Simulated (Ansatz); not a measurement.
The parent structure is SiC (space group P6_3mc, No. 186; a = 3.078 Å, c = 10.076 Å). Axes: x lies along a and z along c of the hexagonal cell.

Calculations: PBEsol (Ansatz, a program for electronic structure, PAW, no SOC).

Base values:

| Property | Value |
|---|---|
| Valence-band top at Γ | 0.00, 0.00, -0.05 eV |
| Smallest direct gap | 3.24 eV |

The change: uniaxial strain ε_xx = −0.75 %, all other strain components held at zero; the atoms relax in the strained cell.

Predict the new valence-band top at Γ, smallest direct gap and stress.

The valence-band top at Γ (three highest levels, from the VBM) becomes 0.00, -0.07, -0.12 eV (base: 0.00, 0.00, -0.05 eV); the smallest direct gap drops by 0.04 eV to 3.20 eV; the stress (xx, yy, zz, yz, xz, xy; compression positive) is (3.79, 0.86, 0.44, 0.00, 0.00, 0.00) GPa.

Whether these cells are dynamically stable was not tested.
